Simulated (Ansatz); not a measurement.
**TiB2: stress against strain**

TiB2 (AlB2 type, P6/mmm, 8.371 Å³/atom and stress up to 0.01 GPa in the relaxed cell, c along z) under a strain ε along c (axis z), the other axes held. PBEsol in Ansatz, a plane-wave DFT program (PAW, default set), 420 eV, 13×13×10 Γ-centred mesh, Fermi-Dirac smearing 0.05 eV; ions are relaxed, or left where forces stay under 0.02 eV/Å, within the symmetry of each cell. Stress is positive for a compressed cell.

Here s stands for strain and y for stress zz.

```
strain (%)  stress zz (GPa)
----------  ---------------
-3.00                     ?
-1.50                  7.27
-1.00                  4.78
-0.50                  2.36
0.00                   0.00
0.50                  -2.31
1.00                  -4.57
1.50                  -6.80
```

Q: Fit y against s with a straight line, and predict the withheld value at s = -3.00.

A: Means: s 0, y 0.104. About the means, the sum of products is -32.790 and the sum of squares of s is 7.0000; the slope is their ratio. Least squares gives y = 0.104 - 4.6843·s. Residuals (row less fit): 0.140, -0.008, -0.086, -0.104, -0.072, 0.010, 0.122; standard error 0.108 (degrees of freedom: 5). The slope gives the elastic constant C33 = about 470 GPa. At the withheld row, y = 0.104 - 4.6843 × (-3.0) = 14.157 GPa. The calculation gives 15.28 GPa, 1.123 GPa above the prediction (5.1 % of the range of y in the table). The row lies outside the fitted rows, so this is an extrapolation. From the scatter of the fitted rows alone, a prediction at this place has a standard error of 0.168 GPa, so the miss is 6.7 times that.

A polynomial of degree 2 through the 12 other runs of the series gives 15.12 there, so most of the miss is curvature that the fit leaves out. In a metal these values are sensitive to mesh and smearing; energies are taken to zero smearing, stresses follow the free energy. The runs aren't spin-polarised. Rows are the converged runs of the series near zero and its far end; series whose fitted rows scatter by over a few per cent of the range, as at a crossing or softening among them, aren't shown in this form, nor equations of state whose B0' disagrees with the runs' pressures. Most that stay on the fit to the last digits aren't either.
